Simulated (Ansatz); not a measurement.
Input and output of a self-consistent single point for As (R-3m, 2 atoms in the cell) (Ansatz, a quantum-chemistry and plane-wave program).

Method: PBE (plane waves, PAW; Ansatz).

```
CELL_PARAMETERS angstrom
      3.69877    -1.88940     0.00000
      3.69877     1.88940     0.00000
      2.73362     0.00000     3.12698
ATOMIC_POSITIONS crystal
  As 0.23172 0.23172 0.23172
  As 0.77300 0.77300 0.77300
```

Reference input (self-consistent single point, DFT, PBE, plane waves, default PAW files): basis.ecutwfc = 420 eV; kpoints.mp_grid.grid = 11 11 11; hamiltonian.xc = pbe; hamiltonian.pseudopotentials = {kind: paw} (the program's default PAW files); scf.occupations.method = fermi_dirac; scf.occupations.width = 0.1 eV. This run's input differs from it in these lines:

Ansatz 0.2 input:
```diff
@@ -12,3 +12,3 @@
 kpoints:
-  mp_grid: { grid: [11, 11, 11] }
+  mp_grid: { grid: [17, 17, 17] }
 hamiltonian:
@@ -17,3 +17,3 @@
 scf:
-  occupations: { method: fermi_dirac, width: 0.1 eV }
+  occupations: { method: fermi_dirac, width: 0.3 eV }
 output:
```

The program printed (abridged):

```
SCF iter   1: F=—  HF=-9712.320083 eV  |F-HF|=—  |Δ(HF+E_count)|=         —  Δρ=1.22e-3  dr2=6.19e-4  ethr=1.77e-3  ⟨swp⟩=5.0  Hψ=41707  notcnv=0
all-band conjugate gradients solve this SCF's bands
preconditioner: auto → Kerker (q_TF=auto, 2.562 Å⁻¹)
SCF iter   2: F=—  HF=-9712.320302 eV  |F-HF|=—  |Δ(HF+E_count)|=   2.19e-4  Δρ=7.13e-4  dr2=2.07e-4  ethr=2.06e-6  ⟨swp⟩=2.0  Hψ=20582  notcnv=0
SCF iter   3: F=—  HF=-9712.320419 eV  |F-HF|=—  |Δ(HF+E_count)|=   1.17e-4  Δρ=2.95e-4  dr2=4.59e-5  ethr=6.90e-7  ⟨swp⟩=2.0  Hψ=17148  notcnv=0
SCF iter   4: F=—  HF=-9712.320433 eV  |F-HF|=—  |Δ(HF+E_count)|=   1.37e-5  Δρ=1.04e-4  dr2=5.54e-6  ethr=1.53e-7  ⟨swp⟩=2.8  Hψ=19140  notcnv=0
SCF iter   5: F=—  HF=-9712.320431 eV  |F-HF|=—  |Δ(HF+E_count)|=   1.87e-6  Δρ=3.76e-5  dr2=5.56e-7  ethr=1.85e-8  ⟨swp⟩=2.0  Hψ=17164  notcnv=0
SCF iter   6: F=-9712.320431 eV  HF=-9712.320431 eV  |F-HF|=7.41e-8  |Δ(HF+E_count)|=   1.70e-7  Δρ=1.42e-5  dr2=8.29e-8  ethr=3.33e-10  ⟨swp⟩=5.0  Hψ=44128  notcnv=0
SCF 1 converged in 6 iterations: F = -9712.320431 eV  dr2 = 8.29e-8
Free energy (F): -9712.320431 eV
Internal energy: -9712.165919 eV  (E = F + TS)
E sigma→0 (E₀):  -9712.243175 eV
Entropy (-TS):   -0.154512 eV (-77.256 meV/atom)
Fermi energy:    10.459435 eV
--- Forces (eV/Å), atoms counted from 1 ---
  atom   1  As    -0.15240799     0.00000000    -0.04704071
  atom   2  As     0.15240799     0.00000000     0.04704071
--- Stress (GPa, compression-positive) ---
        0.578945       0.000000      -0.158091
        0.000000       1.091147       0.000000
       -0.158091       0.000000       1.042352
  P = ⅓ Tr σ = 0.9041 GPa (9.041 kbar)
  The stress holds the Pulay correction. Without it, at fixed plane waves, as pw.x and ABINIT print it: P = 0.8818 GPa
```

The run converged in 6 iterations. Against the reference run the free energy drops by 26.5 meV/atom, the pressure stays near 0.90 GPa while the xx stress (positive for compression) goes from 0.09 to 0.58 GPa and the largest force goes from 0.254 to 0.160 eV/Å.

The starting cell has typed, rounded lattice constants, without a prior relaxation at this level. Its lattice was rescaled by up to half a per cent. One atom was moved a little off its site on purpose. Ansatz's pressure includes its estimate of the finite-basis (Pulay) stress.
